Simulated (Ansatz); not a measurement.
A zone-centre phonon calculation of ZnNi (Pm-3m, 2 atoms in the cell) with Ansatz (an electronic-structure program).

Computed with LDA (PW92), default PAW files made with PBE (plane waves; Ansatz).

```yaml
crystal:
  lattice:
    - [2.88046, 0.00000, 0.00000]
    - [0.00000, 2.88046, 0.00000]
    - [0.00000, 0.00000, 2.88046]
  atoms:
    - { symbol: Zn, position: [0.50000, 0.50000, 0.50000] }
    - { symbol: Ni, position: [0.00000, 0.00000, 0.00000] }
```

Reference input (self-consistent single point, DFT, LDA (PW92), plane waves, default PAW files made with PBE): basis.ecutwfc = 30.9 Ry; kpoints.mp_grid.grid = 11 11 11; hamiltonian.xc = lda; hamiltonian.pseudopotentials = {kind: paw} (the program's default PAW files); scf.occupations.method = gaussian; scf.occupations.width = 0.0073 Ry. This run's input differs from it in these lines:

Ansatz 0.2 input:
```diff
@@ -16,7 +16,5 @@
 scf:
-  occupations: { method: gaussian, width: 0.0073 Ry }
-output:
-  forces: true
-  eigenvalues: true
-  stress: true
+  occupations: { method: gaussian, width: 0.0037 Ry }
+phonons:
+  method: dfpt
```

The program printed (abridged):

```
SCF iter   1: F=—  HF=-9020.134573 eV  |F-HF|=—  |Δ(HF+E_count)|=         —  Δρ=2.57e-2  dr2=8.84e-2  ethr=1.77e-3  ⟨swp⟩=5.1  Hψ=10484  notcnv=0
all-band conjugate gradients solve this SCF's bands
preconditioner: auto → none
SCF iter   2: F=—  HF=-9020.125177 eV  |F-HF|=—  |Δ(HF+E_count)|=   9.40e-3  Δρ=1.15e-2  dr2=2.03e-2  ethr=2.95e-4  ⟨swp⟩=2.0  Hψ=3874  notcnv=0  defer=11
   [... lines left out ...]
SCF iter   6: F=—  HF=-9020.122886 eV  |F-HF|=—  |Δ(HF+E_count)|=   1.55e-6  Δρ=1.31e-5  dr2=1.29e-8  ethr=4.41e-9  ⟨swp⟩=2.0  Hψ=4019  notcnv=0  defer=11
SCF iter   7: F=—  HF=-9020.122886 eV  |F-HF|=—  |Δ(HF+E_count)|=   6.79e-9  Δρ=1.50e-6  dr2=1.99e-10  ethr=4.30e-11  ⟨swp⟩=2.7  Hψ=4385  notcnv=0  defer=11
SCF iter   8: F=—  HF=-9020.122886 eV  |F-HF|=—  |Δ(HF+E_count)|=  2.71e-10  Δρ=9.29e-8  dr2=1.04e-12  ethr=1.00e-12  ⟨swp⟩=6.4  Hψ=12215  notcnv=0
SCF iter   9: F=-9020.122886 eV  HF=-9020.122886 eV  |F-HF|=1.82e-12  |Δ(HF+E_count)|=  3.64e-12  Δρ=4.37e-9  dr2=3.25e-15  ethr=1.00e-12  ⟨swp⟩=5.2  Hψ=10113  notcnv=0
SCF 1 converged in 9 iterations: F = -9020.122886 eV  dr2 = 3.25e-15
DFPT response loops at Γ: preconditioner auto → Kerker (q_TF=auto, 2.834 Å⁻¹) (partly filled bands, converged f_vac=0.000) …
Free energy (F): -9020.122886 eV
Internal energy: -9020.120659 eV  (E = F + TS)
E sigma→0 (E₀):  -9020.121773 eV
Entropy (-TS):   -0.002227 eV (-1.114 meV/atom)
Fermi energy:    14.770312 eV
--- Phonons (Γ-DFPT): 2 representative perturbations + reference, on 126 of 1331 k-points (Σ response iterations 6) ---
  k mesh reduced under 8 symmetry operations, with k and −k counted as one. Each operation leaves every solved perturbation unchanged …
  ASR residual: 3.604e-5 → 0.000e0 eV/Å²; symmetrization residual: 1.326e-6 eV/Å²
  ASR residual per site (eV/Å²): 2.96e-5 3.60e-5
  Γ frequencies (cm⁻¹): 0.00 0.00 0.00 219.42 219.42 219.42
  non-analytic LO–TO correction: not included (Born effective charges unavailable; polar crystals: no LO–TO splitting at Γ)
```

The run converged in 9 iterations. 

Summary of the result:
* **Free energy E − TS (on the zero of these files)**: -9020.1229 eV
* **Fermi level (on the code's own zero)**: 14.77 eV
* **Zone-centre frequencies (cm⁻¹; negative means imaginary)**: 0, 0, 0, 219, 219, 219

The starting cell comes from a database of computed structures (which also holds hypothetical and non-ambient phases and stackings), without a prior relaxation at this level. Its lattice was rescaled by up to half a per cent. Spin polarisation is off.
